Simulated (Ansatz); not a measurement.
Input:

```yaml
crystal:
  lattice:
    - [0.00000, 1.96416, 1.96416]
    - [1.96416, 0.00000, 1.96416]
    - [1.96416, 1.96416, 0.00000]
  atoms:
    - { symbol: Pt, position: [0.00000, 0.00000, 0.00000] }
```

All values below come from PBEsol, rigid bands (plane waves, PAW, scalar-relativistic; Ansatz, an electronic-structure program). Condition of this run: hydrostatic pressure -2 GPa (the target of the relaxation). Cell: cell and atoms relaxed with PBEsol, then loaded as said.

Problem. For narrow interconnects the product ρ₀λ of bulk resistivity and mean free path ranks metals, the lower the better. What is it here?

Solution. 3.5 ×10⁻¹⁶ Ω·m².

Problem. And the Drude plasma energy and the root-mean-square Fermi velocity at 300 K?

Solution. 8.8 eV; 4.7e5 m/s.

A metal at this level (no band gap); rigid bands, thermally averaged at 300 K, both spins. Spin-orbit coupling is left out, which matters with elements this heavy. τ is one relaxation time for all states; the product of resistivity and mean free path takes one path for all states instead.
